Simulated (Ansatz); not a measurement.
The parent structure is ZrSe$_{2}$ in the CdI2 type structure (space group P-3m1, No. 164; layered, stacked along the Cartesian z axis).

```
CELL_PARAMETERS angstrom
      3.73508     0.00000     0.00000
     -1.86754     3.23467     0.00000
      0.00000     0.00000     6.03154
ATOMIC_POSITIONS crystal
  Zr 0.00000 0.00000 0.00000
  Se 0.33333 0.66667 0.26507
  Se 0.66667 0.33333 0.73493
```

Computed with PBE-D3(BJ) (Ansatz, a first-principles code, PAW, no SOC).

Strains are applied to the cell and any free atomic positions relax.

One change was made to it. Results:

The energy grows by 18 meV/atom; the largest internal atomic displacement comes out as 0.070 Å; the pressure (mean of the normal stresses, compression positive) goes from zero to 3.5 GPa.

**Question.** What was done to the base?
A. isotropic strain −2.50 %
B. isotropic strain −0.50 %
C. isotropic strain −3.00 %

**Answer.** A, isotropic strain −2.50 %. For comparison, the energy relative to the base in the other runs: isotropic strain −3.00 % gives +27 meV/atom; isotropic strain −0.50 % gives +0.7 meV/atom.

Stability against distortions was not tested. All final runs are without spin polarisation. Gaps under 0.05 eV, about the width of the smearing, are given as zero.
